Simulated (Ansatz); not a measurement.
# BaSi$_{2}$ (P-3m1): resistivity and electron-phonon coupling

Consider the following.

```
CELL_PARAMETERS angstrom
      4.03396     0.00000     0.00000
     -2.01698     3.49351     0.00000
      0.00000     0.00000     5.20994
ATOMIC_POSITIONS crystal
  Ba 0.00000 0.00000 0.00000
  Si 0.66667 0.33333 0.56097
  Si 0.33333 0.66667 0.43903
```

These are PBEsol, DFPT electron-phonon coupling, linearised Boltzmann equation (plane waves, PAW, scalar-relativistic; Ansatz, a quantum-chemistry and plane-wave program) values and carry that method's errors. How the cell was made: relaxed with this functional, without spin-orbit coupling.

| Quantity | Result |
|---|---|
| resistivity at 300 K | 22 (x), 22 (y), 40 (z) μΩ·cm |
| electron mean free path at 300 K (weighted by the current that each state carries) | 9.2 (x), 9.2 (y), 7.7 (z) nm |
| electron-phonon coupling λ | 0.38 |
| transport coupling λ_tr | 0.36 (x), 0.36 (y), 0.40 (z) |
| logarithmic mean phonon energy | 20 meV |
| density of states at the Fermi level | 0.49 states/(eV·spin·cell) |
| Drude plasma energy | 4.2 (x), 4.2 (y), 3.4 (z) eV |

A metal at this level (no band gap). Only scattering by harmonic phonons is included (no impurities, grain boundaries, electron-electron scattering or thermal expansion). Spin-orbit coupling is left out. The run warned that the eigensolver left some states short of its tolerance. Halving the electron mesh (24x24x16) moves the resistivity by up to 9 % at 300 K, the mean free path by up to 5 %, the coupling by up to 1 %. Smearing 0.20 eV; phonons on a 4x4x3 q mesh, which this run doesn't test and which matters most at low temperature.

Computed structure with no diffraction record at hand here (it may be known, metastable or hypothetical): BaSi2 (P-3m1).
